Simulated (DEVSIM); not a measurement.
**Si p-n junction from an implanted or diffused profile**

Device: Si p-n junction from an implanted or diffused profile, at 400 K.

```
layer (left to right)  material  thickness (μm)  Nd (cm⁻³)  τn (s)  τp (s)
---------------------  --------  --------------  ---------  ------  ------
1                            Si            22.0     6.6e14  4.3e-5  4.3e-5
```

Added acceptor profile: 1.4e17 cm⁻³ × exp(−(x − 0 μm)²/(2·(0.025 μm)²)). Left contact: ohmic. Right contact: ohmic. Voltage is applied to the left contact. Recombination: SRH at mid-gap. Mobility is μmin + (μ − μmin)/(1 + (N/Nref)^α).

This is a model device: material constants are rounded textbook-type values typed into the input, and sizes, dopings and lifetimes were drawn at random. Values at 300 K; Nc and Nv go as T^1.5, mobilities as T to minus their exponent, the gap by Varshni's rule with the affinity fixed.

```
parameter               Si
----------------  --------
gap (eV)             1.124
affinity (eV)         4.05
permittivity          11.7
Nc (cm⁻³)          2.86e19
Nv (cm⁻³)           3.1e19
μn (cm²/Vs)           1417
μp (cm²/Vs)            470
μn,min                  52
μp,min                  45
Nref,n              9.7e16
Nref,p              2.2e17
αn                    0.68
αp                    0.72
T exponent of μn       2.3
T exponent of μp       2.2
Varshni α (eV/K)  0.000473
Varshni β (K)          636
```

Simulated with DEVSIM: 1D drift-diffusion, Boltzmann statistics, complete ionisation; no tunnelling, impact ionisation, image-force lowering or self-heating.

```yaml
potential_step_across_the_device_at_zero_bias: 0.512 V
Dark forward voltage at 1 A/cm²: 0.316 V
Dark forward voltage at 100 A/cm²: 0.980 V
```

Dark forward current:

```
V (V)  J (A/cm²)
-----  ---------
0.05     0.00066
0.10      0.0035
0.15       0.015
0.20       0.063
0.30        0.75
0.35         1.9
0.40         3.7
0.45         6.5
0.50          10
0.55          15
0.60          21
0.70          36
0.75          45
0.80          55
0.85          66
0.90          78
0.95          92
1.05         120
1.10         140
1.15         150
1.20         170
1.25         190
1.30         210
1.35         230
1.45         270
1.50         300
1.55         320
1.60         340
```

Small-signal capacitance in reverse bias (quasi-static):

```json
[
 {"V (V)": "-0.4", "C (nF/cm²)": "8.39"},
 {"V (V)": "-1", "C (nF/cm²)": "6.25"},
 {"V (V)": "-2", "C (nF/cm²)": "4.76"},
 {"V (V)": "-3", "C (nF/cm²)": "3.99"},
 {"V (V)": "-4", "C (nF/cm²)": "3.51"},
 {"V (V)": "-6", "C (nF/cm²)": "2.91"},
 {"V (V)": "-8", "C (nF/cm²)": "2.54"},
 {"V (V)": "-10", "C (nF/cm²)": "2.28"},
 {"V (V)": "-13", "C (nF/cm²)": "2.01"},
 {"V (V)": "-16", "C (nF/cm²)": "1.82"},
 {"V (V)": "-20", "C (nF/cm²)": "1.63"}
]
```
